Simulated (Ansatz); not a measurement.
The starting structures come from a database of crystals and need not be the phases stable at ambient conditions.

By PBEsol, the system below comes out a metal.

The ballistic (Sharvin) conductance counts the channels at the Fermi level: G/A = (e²/h) × channels of both spins per area.

Given:

```
InAs
1.0
    4.06912     0.00000     0.00000
    0.00000     4.06912     0.00000
    2.03456    -2.03456     2.96362
In As
1 1
Direct
  0.50000   0.50000   0.00000
  0.00000   0.00000   0.00000
```

Space group of this cell: I4/mmm. The cell is strained (lengths along the current scaled by 1.03, ions clamped); by PBEsol its mean pressure is -4.8 GPa.

The current flows along the normal of the first two printed cell vectors, the (001) (indices of the unstrained crystal) plane of the conventional cell. No spin-orbit coupling; the value is a mean over 0.1 eV about the Fermi level.

Problem. Estimate the ballistic conductance per area that PBEsol run with Ansatz (a first-principles code) returns for this system.

Solution. 0.75 × 10¹⁵ S/m² for both spins.
